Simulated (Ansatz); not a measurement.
PbTe in the rock salt structure (space group Fm-3m, No. 225)

PbTe is modelled in the cubic space group Fm-3m (No. 225), the rock salt structure, Pearson symbol cF8. Lattice parameters: a = b = c = 6.534 Å, α = β = γ = 90.00°. Te on 4a has 6 Pb at 3.267 Å (octahedral). Pb on 4b is coordinated by 6 Te at 3.267 Å (octahedral). (Neighbours: up to the widest gap in distance over summed covalent radii, below 1.35, at either atom; cation-cation and far metal-metal contacts left out.)
(The calculation used a cell of 2 atoms; values per cell refer to that cell.)

Computed with plane-wave PAW DFT at the r2SCAN level (Ansatz, an electronic-structure program, 500 eV), no SOC. Settings: 9×9×9 k-points, 0.05 eV Fermi–Dirac smearing.

| Quantity | Result |
|---|---|
| Volume per atom | 34.87 Å³ |
| Density | 7.97 g/cm³ |
| Band gap | 1.09 eV, direct at L |
| Electron mass | 0.34 mₑ along k, 0.12 mₑ across |
| Hole mass | 0.57 mₑ along k, 0.088 mₑ across |
| Lowest conduction-band minima above the VBM | L along ⟨111⟩ 1.09 eV; a point along ⟨110⟩, about 0.5 Å⁻¹ from Γ 1.61 eV; a point along ⟨100⟩, about 0.3 Å⁻¹ from Γ 2.01 eV |
| Total energy | -9458.344 eV/atom (σ→0; compares only within this code and set-up) |

With Pb and Te present, leaving out spin-orbit coupling can change the band edges. Masses are band curvatures over ±0.01 Å⁻¹ around the edge. Along k means along the line from Γ to the band edge. No phonon test of stability was made.
